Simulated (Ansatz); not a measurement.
Structures of equal composition on the (111) surface of fcc Al: a layer of Nb in place of the second plane; a layer of Nb in place of the third plane. The slabs share one bottom face, and each structure is named by its start. These are constructed structures in small cells; real faces may alloy, dewet or reconstruct in larger ones, and not all known structures of the face are among them. Slabs of about 12 Å, Fermi-Dirac smearing of 0.1 eV. Bottom of the slabs: a bare face, its two planes held. Relaxed from the named starts with such symmetry as they have, on meshes of like density; energies extrapolated to zero smearing; spin only where a row says so; no spin-orbit coupling, no U. Brackets mark spin-polarised runs, whose order is one that fits the cell.

Method: PBE (plane waves to 420 eV, PAW; Ansatz, a program for electronic structure).

**Question.** Rank these by energy per 1x1 cell (lowest first), as PBE gives it.

**Answer.** a layer of Nb in place of the third plane (0.000 eV), a layer of Nb in place of the second plane (0.118 eV)
